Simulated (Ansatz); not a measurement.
## 1T (CdI2-type) TiBr₂ (cell taken from a computed entry)

Level of theory: PBE0 (plane waves, PAW; Ansatz, a program for electronic structure).

Settings: plane-wave cutoff 500 eV, 6×6×4 k mesh (along the axes of the cell as run), gaussian smearing 0.02 eV, spin-polarised start, scalar-relativistic PAW data made under PBE.

Cell (relaxed with r²SCAN):

```
CELL_PARAMETERS angstrom
      3.88226     0.00000     0.00000
     -1.94113     3.36214     0.00000
      0.00000     0.00000     6.46499
ATOMIC_POSITIONS crystal
  Ti 0.00000 0.00000 0.00000
  Br 0.33333 0.66667 0.23286
  Br 0.66667 0.33333 0.76714
```

* **band gap**: 3.16 eV (on the SCF k mesh)

Note: the magnetic order was assumed, not searched for or taken from measurement; the cell comes from a level without a dispersion term, which matters for the spacing of layers, chains or molecules; cell and atoms aren't relaxed at this level (largest force component 0.03 eV/Å, pressure 0.7 GPa); the cell has widely spaced layers and the level no dispersion term, so their spacing and the moduli can rest on weak binding.

Spin–orbit coupling is not included.

Static lattice: no zero-point or thermal effects.

Cost on a shared machine: about 9 core-minutes (a rough figure).
